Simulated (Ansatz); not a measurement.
Stishovite (SiO2) was calculated with revPBE (PAW; Ansatz, an electronic-structure program).

Settings: plane-wave cutoff 520 eV, 8×8×12 k mesh (along the axes of the cell as run), Fermi–Dirac smearing 0.01 eV, scalar-relativistic PAW data made under PBE.

Shape and atoms are relaxed at each volume.

Pressure at four volumes; x = ln(V/8.173 Å³). One pressure is withheld.

```tsv
V (Å³/atom)	x	P (GPa)
7.846	-0.0408	?
8.009	-0.0203	5.20
8.173	0.0000	-0.02
8.500	0.0392	-8.32
```

**Question.** Pass a parabola P(x) through the three rows shown, estimate the bulk modulus and its pressure derivative near zero pressure, and predict the withheld pressure.

**Answer.** Slopes between the rows: (-0.02 − (5.20))/(0.0000 − (-0.0203)) = -257.14 and (-8.32 − (-0.02))/(0.0392 − (0.0000)) = -211.73 GPa. Their difference over the span 0.0595 is c = 45.41/0.0595 = 763.2 GPa, so P(x) = 5.20 + (-257.14)(x − (-0.0203)) + 763.2 (x − (-0.0203))(x − (0.0000)). At the middle row B = −dP/dx = −[-257.14 + 763.2 × 0.0203] = 241.6 GPa, and B′ = dB/dP = 2c/B = 6.3. At x = -0.0408 the parabola gives 11.11 GPa; the run gives 11.17 GPa. The Birch–Murnaghan fit to the energies at all volumes has B0 = 241 GPa and B′ = 6.4.

Measured, for comparison: bulk modulus 310 ± 1 GPa (300 K, no zero-point or thermal correction; as tabulated in arXiv:1001.2066). Computed (rounded) less measured: bulk modulus -22 %.

Note: the bulk modulus comes from volumes at which shape and atoms were relaxed.
